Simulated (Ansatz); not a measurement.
Cost and result by functional for the surface energy of the (321) surface of fcc Rh in its 1x1 cell, outermost plane spacing 0.51 Å in the ideal cut, in Ansatz (plane waves, PAW). Single points on the PBE structure, on one kind of machine; costs are rough ratios of the slab run's core time (references not counted) to the cheapest single point. r2SCAN's cost holds its higher cutoff (500 against 420 eV). Differences are taken against r2SCAN for comparison alone: no measured value is at hand, so the table doesn't rank accuracy.

Slab: 21 atoms, 10.2 Å thick at the start (thin: gaps and levels are the slab's own); k 8x7x1, smearing 0.1 eV, dipole-corrected; all atoms relaxed; start symmetry kept, larger cells not searched; no spin, no spin-orbit, no U. These notes are the PBE run's.

```
functional                     relative cost  surface energy (J/m²)  less r2SCAN (J/m²)
-----------------------------  -------------  ---------------------  ------------------
LDA                                        1                   3.11                0.42
PBEsol                                     1                   2.90                0.22
RPBE                                       1                   2.18               -0.51
r2SCAN                                     2                   2.68                0.00
PBE (the relaxed run's value)              –                   2.45               -0.23
```

The values span 0.93 J/m², while the single points' costs differ by a factor of roughly 2. Differences are of unrounded values.

Ansatz is an electronic-structure program.
